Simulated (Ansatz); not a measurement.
Ga on the Ge site + 1 H (germanium host)

The numbers are results of PBE, PAW (plane waves to 420 eV; Ansatz, a program for electronic structure), not measurements. Details: 64-site cell; 2×2×2 shifted k-points; start: the Ge site; H antibonding at the neighbour; the functional closes the host's gap; not converged in cell size.

Neighbours after relaxation, in Å: of the Ga atom: Ge 2.44, Ge 2.45, Ge 2.45, Ge 3.35; of the H atom: Ge 1.60, Ge 2.64, Ge 2.64, Ge 2.64, Ge 2.85, Ge 2.85, Ge 2.85.

Formation energies E_f are those of the neutral cell. Chemical conditions: host crystal and elements as references (Δμ(Ge) = 0.00 eV, Δμ(H) = 0.00 eV, Δμ(Ga) = 0.00 eV; H taken from its element, since no compound that bounds it was computed at this level; Ga taken from its element, since no compound that bounds it was computed at this level; only phases computed here count, gases as isolated molecules at 0 K). Reference phases: Ga: alpha gallium, Ge: germanium, H: H2 molecule in a box.

The name describes the start; the neighbours show where the atoms ended.

```csv
charge,moment (μB),point group,largest move off a lattice site (Å),"E_f, host crystal and elements as references (eV)"
0,not spin-polarised,C3v,0.62,1.37
```

Point groups are those of the whole cell at tolerances of 0.03 and 0.1 Å ("near" where only the looser one holds); none is given for unsettled states.

Not the lowest form: the same atoms on another site or from another start ended lower, by 0.70 eV at charge 0.
